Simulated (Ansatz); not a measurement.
This concerns the formation energy of AlRu (CsCl type, Pm-3m) from the elements. Reaction: Ru (hcp) + Al (fcc) → AlRu (CsCl type). A negative value means that the right-hand side lies lower. The value is per atom of the solid.

AlRu (CsCl type, Pm-3m), 2 atoms in the cell; spin state with PBE: run without spin, k-point mesh 16×16×16 on the run's own vectors.
AlRu has the cubic space group Pm-3m (No. 221), the CsCl type structure, Pearson symbol cP2. Conventional cell: a = 3.0048 Å, b = 3.0048 Å, c = 3.0048 Å, α = 90.00°, β = 90.00°, γ = 90.00°. Al on 1a is coordinated by 8 Ru at 2.602 Å and 6 Al at 3.005 Å. Ru on 1b is surrounded by 8 Al at 2.602 Å and 6 Ru at 3.005 Å. (Neighbours: up to the widest gap in distance over summed covalent radii, below 1.35, at either atom.)

Ru (hcp, P6₃/mmc), 2 atoms in the cell; spin state with PBE: run without spin, k-point mesh 30×30×14 on the run's own vectors. Conventional cell: a = b = 2.722 Å, c = 4.294 Å, α = β = 90.00°, γ = 120.00°.

Al (fcc, Fm-3m), 1 atom in the cell, k-point mesh 26×26×26 on the run's own vectors. Conventional cell: a = 4.0410 Å, b = 4.0410 Å, c = 4.0410 Å, α = 90.00°, β = 90.00°, γ = 90.00°.

All numbers come from Ansatz (a quantum-chemistry and plane-wave program), plane waves with PAW, its PAW set soft_1, cutoff 500 eV. The structures are at rest with PBE; other levels are single points on them. Neutral cells; Fermi-Dirac smearing of at most 0.10 eV in the solids, energies taken to zero width. The lattices are those relaxed with PBE, so at other levels the solids can be strained. A dispersion term (D3(BJ), or D4 for r2SCAN) was computed beside these levels and is taken off wherever the name lacks it. Space groups of crystals are read within 0.01 Å. Static lattices, no vibrational contributions.

Problem. Give the value at the level r2SCAN.

Solution. -0.72 eV/atom, for Ru (hcp) + Al (fcc) → AlRu (CsCl type).
